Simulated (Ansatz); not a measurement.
The starting structures come from a database of crystals and need not be the phases stable at ambient conditions.

Tunnelling through a barrier is set by its complex band structure: the current falls as exp(−2κd) with the smallest κ.

Data:

```
HgBrI
1.0
    4.29117     0.00000     0.24365
    0.00000    12.95551     0.00000
    1.66225     0.00000     3.96364
Hg I Br
2 2 2
Cartesian
  5.00387   6.45315   3.53625
  0.94955  12.93091   0.67105
  5.29762  11.13532   3.74384
  0.65580   4.65756   0.46346
  3.50431   8.16709   2.47651
  2.44911   1.68934   1.73079
```

Space group of this cell: Cmc2_1. The cell was relaxed by PBE-D3(BJ).

Transport runs along the normal of the first two printed cell vectors.

The gap is the functional's own. No spin-orbit coupling. Mid-gap values are interpolated on the energy grid.

Question: Compute, with Ansatz (a program for electronic structure) with r2SCAN, the band gap and the smallest decay constant κ at mid-gap.

Answer: Gap 2.36 eV on a 8×4×8 mesh; κ = 0.265 1/Å, at (0.000, 0.500) of the in-plane reciprocal vectors. At the zone centre, at the nearest computed energy, the slowest state has κ = 0.28 1/Å.
